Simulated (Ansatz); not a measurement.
**A computed series for InAs: pressure series**

Take InAs in the zinc blende structure (space group F-43m, No. 216) as the base.

```xyz
2
Lattice="0.0000 3.0932 3.0932 3.0932 0.0000 3.0932 3.0932 3.0932 0.0000" Properties=species:S:1:pos:R:3 pbc="T T T"
As     4.6397     4.6397     4.6397
In     0.0000     0.0000     0.0000
```

Cell and atoms are relaxed at each pressure.

The values are results of PBE (Ansatz, an electronic-structure program, PAW, spin-orbit coupling left out), not measurements.

Notes on the quantities. enthalpy: H = E + PV relative to the base's energy.

```
variant                enthalpy     density  shortest interatomic distance
----------------  -------------  ----------  -----------------------------
base                          –  5.32 g/cm³                     5.062 bohr
pressure −2 GPa   -0.38 eV/atom  5.08 g/cm³                     5.141 bohr
pressure −1 GPa   -0.19 eV/atom  5.21 g/cm³                     5.100 bohr
pressure 1.8 GPa  +0.33 eV/atom  5.51 g/cm³                     5.005 bohr
pressure 4.2 GPa  +0.75 eV/atom  5.72 g/cm³                     4.941 bohr
pressure 9 GPa    +1.55 eV/atom  6.09 g/cm³                     4.840 bohr
pressure 18 GPa   +2.93 eV/atom  6.64 g/cm³                     4.704 bohr
pressure 30 GPa   +4.64 eV/atom  7.21 g/cm³                     4.576 bohr
pressure 45 GPa   +6.60 eV/atom  7.79 g/cm³                     4.459 bohr
pressure 60 GPa   +8.44 eV/atom  8.28 g/cm³                     4.369 bohr
```

The mesh was chosen for an insulator and is coarse for the gapless case. Load acts through the strain it causes; cell and atoms are relaxed under it. Whether these cells are dynamically stable was not tested. The final runs are not spin-polarised. Measured, InAs leaves this structure (for rock salt) near 7 GPa (temperature not stated; as listed in Datta, Sujoy, Jana, Debnarayan, arXiv (2020)).
